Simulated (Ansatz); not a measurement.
## Cr: x(Fe) = 0.5, 4 atoms, Imma

Start from Cr in the bcc (W type) structure (space group Im-3m, No. 229; a = 2.8142 Å; non-magnetic).

The other end (x = 1) is Fe in the bcc (W type) structure (space group Im-3m, No. 229; ferromagnetic): 10.82 Å³/atom, gap zero.

It is then changed as follows: a fraction x = 0.5 of the Cr sites is given to Fe, ordered in a cell of 4 atoms (starting symmetry Imma) and fully relaxed.

Calculations: PBEsol (Ansatz, a quantum-chemistry and plane-wave program, PAW, spin-orbit coupling left out). k-mesh 14×14×14 (Γ-centred); smearing 0.05 eV (Fermi–Dirac), for the changed cell.

Volume per atom: 10.92 Å³ (base 11.14 Å³)
Density: 8.20 g/cm³ (base 7.75 g/cm³)
Shortest interatomic distance: 2.311 Å (base 2.437 Å)
Band gap: zero (base zero)
Magnetic state: ferromagnetic (base non-magnetic)
Largest site moment: 1.70 μB (base 0.00 μB)
Mixing energy: +0.13 eV/atom (to 0.01 eV only: unlike meshes or grids)
Deviation of the volume from the linear (Vegard-type) interpolation: -0.6 %

Final structure:

```xyz
4
Lattice="-1.4111 1.9891 3.8918 1.4111 -1.9891 3.8918 1.4111 1.9891 -3.8918" Properties=species:S:1:pos:R:3 pbc="T T T"
Cr     1.4111    -0.9946     2.8608
Fe     0.0000     0.9946     2.9511
Cr     0.0000     2.9837     1.0310
Fe     1.4111     0.9946     0.9407
```

The magnetic state is the one reached from the starting moments; the real material's order can differ, and small cells can't hold many antiferromagnetic ones. Each cell is one ordered arrangement of few atoms, which overstates ordering effects compared with a random alloy. Whether these cells are dynamically stable was not tested. Starting moments died away, wholly or in part, for the base; another magnetic solution may exist. Spin-polarised in the final run: CrFe and Fe; the other runs are not. Real Cr is antiferromagnetic at low temperature and ambient pressure, an order that this cell doesn't hold.
